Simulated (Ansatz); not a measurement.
Consider a periodic stack without vacuum, rock-salt TaC (0 0 1) on 3C silicon carbide (0 0 1) (film strained to the substrate, started from cuts of the bulks and a machine-learned relaxation; slabs C6Si5 and C6Ta6, which can lie off the formulas): substrate slab C6Si5, film C6Ta6, surface cells [[1, 0], [1, 1]] and [[1, 0], [1, 1]], film strained by -2.1 and -2.1 %, outermost planes C/C and CTa/CTa as cut, which need not be the usual terminations and can put a slab off its formula. Its start:

```yaml
crystal:
  lattice:
    - [3.09713, 0.00000, -0.01084]
    - [0.00000, 3.09713, 0.00217]
    - [0.42239, -0.49723, 25.46364]
  atoms:
    - { symbol: C, position: [0.90197, 0.53848, 0.11737] }
    - { symbol: C, position: [0.40433, 0.02533, 0.03121] }
    - { symbol: C, position: [0.89420, 0.56504, 0.28932] }
    - { symbol: C, position: [0.39988, 0.05099, 0.20341] }
    - { symbol: C, position: [0.86564, 0.60014, 0.46176] }
    - { symbol: C, position: [0.38116, 0.08169, 0.37546] }
    - { symbol: Si, position: [0.90399, 0.04512, 0.16108] }
    - { symbol: Si, position: [0.40502, 0.53264, 0.07563] }
    - { symbol: Si, position: [0.88721, 0.07188, 0.33170] }
    - { symbol: Si, position: [0.39916, 0.55755, 0.24636] }
    - { symbol: Si, position: [0.37211, 0.58905, 0.41744] }
    - { symbol: C, position: [0.28286, 0.00179, 0.61112] }
    - { symbol: C, position: [0.80825, 0.48564, 0.51822] }
    - { symbol: C, position: [0.25489, 0.03460, 0.79183] }
    - { symbol: C, position: [0.76288, 0.52100, 0.70173] }
    - { symbol: C, position: [0.26096, 0.05584, 0.97543] }
    - { symbol: C, position: [0.75558, 0.54544, 0.88236] }
    - { symbol: Ta, position: [0.78254, 0.50172, 0.61055] }
    - { symbol: Ta, position: [0.30201, 0.98280, 0.52597] }
    - { symbol: Ta, position: [0.75432, 0.53479, 0.79222] }
    - { symbol: Ta, position: [0.26284, 0.02099, 0.70114] }
    - { symbol: Ta, position: [0.75725, 0.55718, 0.96754] }
    - { symbol: Ta, position: [0.25566, 0.04559, 0.88284] }
```

The start was prepared with a machine-learned potential, and the result is one local minimum, with the in-plane cell held and forces under 0.04 eV/Å; the film can end far from its bulk form.

All values below come from PBE (plane waves to 420 eV, PAW; Ansatz, an electronic-structure program). Spin–orbit coupling is left out; the runs are not spin-polarised; PBE gaps are too small against experiment. Its k-point mesh 10×10×1, Fermi–Dirac width 0.05 eV.

### Question
Predict the relaxed interface.

### Answer
```
Item                                                                                                                                                                                   Value
--------------------------------------------------------------------------------  ----------------------------------------------------------------------------------------------------------
interface area                                                                                                                                                                        9.6 Å²
period                                                                                                                                                                               25.31 Å
heights between the nearest atoms of the two slabs at the two interfaces                                                                                                     1.19 and 1.19 Å
C–Ta contacts across the interfaces within 1.22 times the sum of covalent radii                                                                                               4, mean 2.43 Å
C–C contacts across the interfaces within 1.22 times the sum of covalent radii                                                                                                2, mean 1.44 Å
Si–Ta contacts across the interfaces within 1.22 times the sum of covalent radii                                                                                              2, mean 2.87 Å
estimate of the barrier                                                           withheld, since the Fermi level falls at or inside a band of the host, which a slab this thin can't settle
```
